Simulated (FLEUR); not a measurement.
**Sensitivity of a calculation on MoPdRuRh (P3m1, 4 atoms in the cell) to its settings**

```
MoPdRuRh
1.0
    2.77935     0.00000     0.00000
   -1.38967     2.40699     0.00000
    0.00000     0.00000     8.91732
Mo Ru Pd Rh
1 1 1 1
Cartesian
  0.00000   0.00000   5.55576
  0.00000   1.60466   3.42336
  0.00000   0.00000   1.13633
  0.00000   1.60466   7.71919
```

Base run A: PBEsol, all-electron FLAPW (FLEUR), scalar-relativistic valence, self-consistent single point.

Its settings: Kmax = 4.3 1/bohr; GmaxXC = 17.2 1/bohr; xcFunctional = PBEs; jspins = 1; l_soc = F; mode = hist; fermiSmearingEnergy = 0.00499791 Htr; mesh (inpgen div1-3) = 7 7 2; inpgen gamma flag = true; Gmax = 17.2 1/bohr; numbands = 0; maxIterBroyd = 25; imix = Anderson; alpha = 0.05; precondParam = 0; minDistance = 1e-05 me/bohr^3; ctail = T; kcrel = 0; coretail_lmax = 0; theta = 0.

The starting cell comes from a database of computed structures (which also holds hypothetical and non-ambient phases and stackings), without a prior relaxation at this level. Spin polarisation is off. Values depend on the basis (sphere radii, cutoffs, local orbitals), which need not be converged.

ΔF is the free energy per atom less that of run A. A dash stands where there is no value to compare (another energy zero or no entropy term, no result, no spin, no clean gap, or a mesh too coarse for one). 

In an all-electron method the total energy should not depend on the sphere radii; what changes here is the error of basis and core treatment.

Runs:
- B: Kmax: 4.3 1/bohr → 3.6 1/bohr; Gmax: 17.2 1/bohr → 14.4 1/bohr; GmaxXC: 17.2 1/bohr → 14.4 1/bohr
- C: numbands: 0 → 30
- D: Gmax: 17.2 1/bohr → 14.9 1/bohr; GmaxXC: 17.2 1/bohr → 14.9 1/bohr
- E: mode: hist → gauss; fermiSmearingEnergy: 0.00499791 Htr → 0.00183747 Htr
- F: lattice scaled by 0.985; Kmax: 4.3 1/bohr → 3.33 1/bohr; Gmax: 17.2 1/bohr → 13.3 1/bohr; GmaxXC: 17.2 1/bohr → 13.3 1/bohr
- G: fermiSmearingEnergy: 0.00499791 Htr → 0.00110248 Htr; kpt_div: 7 7 2 → 6 6 2
- H: mtSphere_radius: {Mo: 2.36, Ru: 2.36, Pd: 2.45, Rh: 2.4} bohr → {Mo: 1.89, Ru: 1.89, Pd: 1.96, Rh: 1.92} bohr
- I: Gmax: 17.2 1/bohr → 21.5 1/bohr; GmaxXC: 17.2 1/bohr → 21.5 1/bohr

```csv
run,ΔF (meV/atom),largest force (eV/Å),k-points,basis size
A,0.00,0.213,16,564
B,61.2,0.233,16,331
C,0.00,0.213,16,564
D,0.00,0.213,16,564
E,–,0.224,16,564
F,152.7,0.065,16,248
G,22.1,0.286,14,564
H,254.0,0.212,16,564
I,0.00,0.213,16,564
```

Run H against A: The free energy rises by 254 meV/atom and the largest force moves little (0.213 to 0.212 eV/Å).

Run E against A: The largest force goes from 0.213 to 0.224 eV/Å.
